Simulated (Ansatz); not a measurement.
Consider GaSb in the zinc blende structure (space group F-43m, No. 216).

```yaml
crystal:
  lattice:
    - [0.00000, 3.06622, 3.06622]
    - [3.06622, 0.00000, 3.06622]
    - [3.06622, 3.06622, 0.00000]
  atoms:
    - { symbol: Sb, position: [0.75000, 0.75000, 0.75000] }
    - { symbol: Ga, position: [0.00000, 0.00000, 0.00000] }
```

Computed with r2SCAN (Ansatz, a quantum-chemistry and plane-wave program), without spin-orbit coupling.

For the base:

```
Item                                Result
-------------  ---------------------------
Hole mass      0.023, 0.26, 0.26 mₑ (at Γ)
Electron mass              0.023 mₑ (at Γ)
```

One thing is altered: cell and atoms relaxed at a pressure of 1.5 GPa.

Problem. Predict the new hole mass.

Solution. The hole mass (degenerate bands, along [100]) changes from 0.023, 0.26, 0.26 mₑ (at Γ) to 0.032, 0.25, 0.25 mₑ (at Γ).

Problem. How does this affect the electron mass?

Solution. The electron mass goes from 0.023 mₑ (at Γ) to 0.033 mₑ (at Γ).

Problem. Estimate the effect on the mean gap deformation potential ΔEg/Δln V.

Solution. The mean gap deformation potential ΔEg/Δln V comes out as -7.6 eV.

Spin-orbit coupling, missing from the scalar runs, can matter with Sb. Load acts through the strain it causes; cell and atoms are relaxed under it. Effective masses come from finite differences of ±0.01 Å⁻¹. Whether these cells are dynamically stable was not tested.
